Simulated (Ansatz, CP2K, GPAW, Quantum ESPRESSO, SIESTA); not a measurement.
## One structure in several programs: BaN2 (C2/c, 6 atoms in the cell)

Self-consistent single point, at a second geometry (lattice scaled by 0.98). First geometry:

```
CELL_PARAMETERS angstrom
      3.60853    -2.24007     0.00000
      3.60853     2.24007     0.00000
     -1.91796     0.00000     7.10333
ATOMIC_POSITIONS crystal
  Ba 0.20407 0.79593 0.75000
  Ba 0.79593 0.20407 0.25000
  N  0.44393 0.15001 0.54520
  N  0.55607 0.84999 0.45480
  N  0.84999 0.55607 0.95480
  N  0.15001 0.44393 0.04520
```

Shared settings, as Ansatz (an electronic-structure program) writes them: kpoints.mp_grid.grid = 6 6 4; scf.occupations.method = fermi_dirac; scf.occupations.width = 0.1 eV. Potentials and cutoffs stand in the table.

```tsv
code	model	ΔF from the first geometry (meV/atom)	pressure (GPa)	largest force (eV/Å)	cutoff
SIESTA	GGA PBEsol, numerical atomic orbitals DZP, PseudoDojo PBEsol standard norm-conserving potentials (rewritten from UPF to PSML)	32.1	7.62	6.097	grid 400 Ry
GPAW	PBEsol, GPAW PAW datasets PBEsol (made by gpaw-setup)	-11.0	–	0.931	950 eV
Ansatz	PBEsol, PAW files made with PBE	-17.2	-0.09	0.907	420 eV
Quantum ESPRESSO	PBEsol, GBRV 1.5 ultrasoft (PBESOL) pseudopotentials	-9.4	1.27	1.253	40 Ry
CP2K	PBEsol, GPW, DZVP-MOLOPT-SR-GTH basis, GTH-PBE potentials (GTH_POTENTIALS)	4.3	3.52	2.328	grid 500 Ry
```

Size of the force on each atom (eV/Å): Sizes of forces hide their directions.

```csv
code,Ba1,Ba2,N3,N4,N5,N6
SIESTA,0.562,0.562,6.096,6.096,6.097,6.097
GPAW,0.039,0.039,0.931,0.931,0.931,0.931
Ansatz,0.086,0.086,0.907,0.907,0.907,0.907
Quantum ESPRESSO,0.035,0.035,1.253,1.253,1.253,1.253
CP2K,0.004,0.004,2.328,2.328,2.328,2.328
```

A dash marks a value that a program does not give, or that is left out as unsure.

No clean gap comes from SIESTA, GPAW, Ansatz, Quantum ESPRESSO and CP2K: levels at the Fermi energy touch, overlap or are partly filled at this smearing.

The spread over the programs that give each value: ΔF from the first geometry within 49.3 meV/atom; pressure within 7.71 GPa; largest force within 5.190 eV/Å.

SIESTA and CP2K use small atom-centred bases, whose incompleteness enters pressures, forces and empty levels differently from a plane-wave cutoff. Ansatz's pressure is given at a fixed set of plane waves, as the other plane-wave codes print theirs; with its correction for the finite basis it is 0.14 GPa (the shift of 0.23 GPa shows how far the cutoff is from converged). The pressure of GPAW is left out: its cutoff lies under the one at which its stress was checked. In the pressure, SIESTA (by 7.03) and CP2K (by 2.93) lie more than 1 GPa from the median of the plane-wave programs. In the force vectors, SIESTA (by 5.166), Quantum ESPRESSO (by 0.322) and CP2K (by 1.397) lie more than 0.08 eV/Å from the median of the plane-wave programs.

The starting cell comes from a database of computed structures (which also holds hypothetical and non-ambient phases and stackings), without a prior relaxation at this level. Its lattice was rescaled by a random factor within 2.5 % of one. For this run, on top of that: lattice scaled by 0.98.

Keys are those of Ansatz 0.2.
